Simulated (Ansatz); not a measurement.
fluorite-type CoSi2 (1 1 1) on zinc-blende InP (1 1 1) (film strained to the substrate, faces as cut)

A periodic stack without vacuum, fluorite-type CoSi2 (1 1 1) on zinc-blende InP (1 1 1) (film strained to the substrate, faces as cut): substrate slab In12P12, film Co12Si24, surface cells [[-2, 1], [-1, -1]] and [[2, 0], [0, 2]], film strained by -3.7 and -3.7 %, faces In/P and Si/Si as cut (like faces can put a slab off its formula).

The start was prepared with a machine-learned potential, and the result is one local minimum, with the in-plane cell held and forces under 0.04 eV/Å; the film can end far from its bulk form.

Level of theory: PBE (plane waves to 420 eV, PAW; Ansatz, an electronic-structure program). No spin–orbit coupling; the runs are not spin-polarised; PBE gaps are too small against experiment. Its k-point mesh 4×4×1, Fermi–Dirac width 0.05 eV.

| Item | Result |
|---|---|
| interface area | 46.1 Å² |
| period | 23.71 Å |
| gaps between the outermost planes at the two interfaces | 1.54 and 2.23 Å |
| In–Si contacts across the interfaces within 1.22 times the sum of covalent radii | 3, mean 2.73 Å |
| Co–In contacts across the interfaces within 1.22 times the sum of covalent radii | 3, mean 3.00 Å |
| P–Si contacts across the interfaces within 1.22 times the sum of covalent radii | 2, mean 2.30 Å |
| Co–P contacts across the interfaces within 1.22 times the sum of covalent radii | 1, mean 2.34 Å |
| estimate of the barrier | withheld, since the two interfaces are unlike |
| slope of the mean potential energy in the substrate | -1.7 MV/cm × e |

```xyz
60
Lattice="7.2987 -0.0002 -0.1057 3.6495 6.3215 -0.0578 1.1759 1.9138 23.6949" Properties=species:S:1:pos:R:3 pbc="T T T"
In     6.8092     4.0247     0.9914
In     3.2416     2.1889     1.0321
In    10.7472     6.1942     0.9088
In     5.7468     2.0136     4.5050
In     5.7932     6.2407     4.5226
In     9.4224     4.1782     4.4494
In     8.2332     6.2437     7.9497
In     4.6203     4.1123     7.9902
In     8.2588     2.0952     7.8677
In     7.0758     4.2100    11.5227
In     3.3996     1.9755    11.4841
In    10.8104     6.3195    11.1649
P      5.6867     1.9311     1.9243
P      5.8272     6.2544     1.9358
P      9.3245     4.2246     1.8716
P      8.2153     6.2468     5.3863
P      4.5701     4.1309     5.3995
P      8.2137     2.0557     5.2916
P      7.0450     4.1563     8.8926
P      3.3688     2.0105     8.8829
P     10.7317     6.2837     8.6303
P      5.8616     2.0055    12.2157
P      5.7531     6.2538    12.6666
P      9.6525     4.2238    12.0531
Co     7.3656     2.8791    15.3701
Co     9.1579     6.0527    15.3231
Co     3.7221     2.8526    15.3994
Co     5.2588     5.9008    14.9224
Co     7.3057     7.0546    18.4535
Co     5.5852     3.9750    18.5371
Co    11.0747     7.0644    18.4580
Co     9.2267     3.9316    18.5881
Co     3.8194     4.9456    21.9110
Co     1.9208     1.8163    21.9423
Co     7.4580     5.0286    21.8499
Co     5.6015     1.8188    21.5446
Si     3.2215     4.7100    14.2435
Si     1.8736     1.8551    14.6449
Si     7.3565     4.9754    14.6009
Si     5.5321     1.8150    14.4726
Si     9.2102     3.9345    16.2485
Si    10.9794     7.0947    16.1204
Si     5.5322     3.9080    16.1959
Si     7.2765     7.0511    16.1025
Si     7.3872     2.8709    17.6724
Si     9.1972     6.0371    17.6359
Si     3.7407     2.8826    17.7140
Si     5.4989     6.0073    17.5310
Si     5.5528     1.8107    19.2728
Si     7.4184     4.9879    19.4173
Si     1.9139     1.8308    19.5024
Si     3.7666     4.9748    19.4670
Si     7.3784     7.0861    20.8003
Si     5.6163     3.9638    20.8467
Si    11.0947     7.0569    20.7703
Si     9.2534     3.9291    20.8960
Si     5.6257     6.0377    22.4658
Si     3.8403     2.7858    22.3990
Si     9.3277     6.1203    22.3146
Si     7.3427     2.8832    22.3350
```
